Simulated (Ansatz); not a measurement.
## PbTe under a change: biaxial strain +0.50 %, plane normal [001], relaxed out of plane

Consider PbTe in the rock salt structure (space group Fm-3m, No. 225; a = 6.4421 Å). Axes: x, y, z lie along the cube axes.

Now apply this change: tensile biaxial strain of 0.50 % in the plane normal to [001], as in epitaxy on a mismatched substrate; the out-of-plane cell vector and the atoms relax.

Computed with PBEsol in Ansatz (plane waves to 420 eV, PAW, without spin-orbit coupling). Settings: 9×9×9 k-points, 0.05 eV Fermi–Dirac smearing.

The volume per atom rises by 0.325 Å³, from 33.42 Å³ to 33.74 Å³ and the shortest interatomic distance stays essentially unchanged (3.221 Å against 3.220 Å). The energy increases by 0.6 meV/atom and the pressure (mean of the normal stresses, compression positive) falls by 0.42 GPa to -0.41 GPa. The band gap increases by 0.020 eV (0.65 eV → 0.66 eV) and the gap character is direct at N. The out-of-plane strain comes out as -0.03 % and the mean in-plane stress (compression positive) amounts to -0.6 GPa.

Final structure (turned so that z lies along the plane normal):

```yaml
crystal:
  lattice:
    - [4.57802, 0.00000, 0.00000]
    - [0.00000, 4.57802, 0.00000]
    - [2.28901, -2.28901, 3.22012]
  atoms:
    - { symbol: Te, position: [0.50000, 0.50000, 0.00000] }
    - { symbol: Pb, position: [0.00000, 0.00000, 0.00000] }
```

With Pb and Te present, leaving out spin-orbit coupling can change the band edges. Stability against distortions was not tested. k-point labels follow each cell's own Brillouin zone.

Ansatz is a quantum-chemistry and plane-wave program.
